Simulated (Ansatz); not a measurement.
System: antifluorite Mg2C (high-pressure phase). Method: G0W0@PBEsol (Ansatz, a first-principles code, hard PAW, contour deformation, complete-basis limit).

Numerical settings: largest k mesh 10×10×10 (not extrapolated in the mesh).

Cell (measured lattice):

```
Mg2C
1.0
    0.00000     2.72400     2.72400
    2.72400     0.00000     2.72400
    2.72400     2.72400     0.00000
Mg C
2 1
Cartesian
  1.36200   1.36200   1.36200
  4.08600   4.08600   4.08600
  0.00000   0.00000   0.00000
```

**Question.** Predict the band gap.

**Answer.** 
- band gap = 1.49 eV (indirect)

Note: cell and atoms aren't relaxed at this level; the gap holds a correction of +0.25 eV to the complete basis.

Static lattice: no zero-point or thermal effects.

It cost roughly 3.0 core-hours of CPU time.
